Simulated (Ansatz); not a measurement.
# ScPd3 (model structure, started from the D022 type, I4/mmm, No. 139, 4 atoms in the cell): properties by level of theory

| level (code) | lattice constant a (Å) | c axis length (Å) | cohesive energy (eV/atom) |
|---|---|---|---|
| LDA (Ansatz) | 3.948 | 7.724 | 5.82 |
| PBE (Ansatz) | 4.060 | 7.913 | 4.58 |
| PBEsol (Ansatz) | 3.992 | 7.795 | 5.24 |
| r²SCAN (Ansatz) | 4.027 | 7.847 | 4.86 |

Ansatz's density-functional and Hartree–Fock values are scalar-relativistic unless marked +SOC, with PAW data made under PBE.

The crystal itself was run without spin with LDA, PBE, PBEsol, r²SCAN; a magnetic state was not tried in these runs.

Free atoms are spin-polarised, in the lowest state found; at levels without +SOC their spin–orbit coupling is left out.

Static lattice: no zero-point or thermal effects.

A model structure was made by putting elements into a prototype or built by hand; it is no filed structure, need not be a known phase, and can be a saddle point held by its symmetry.

Ansatz is an electronic-structure program.
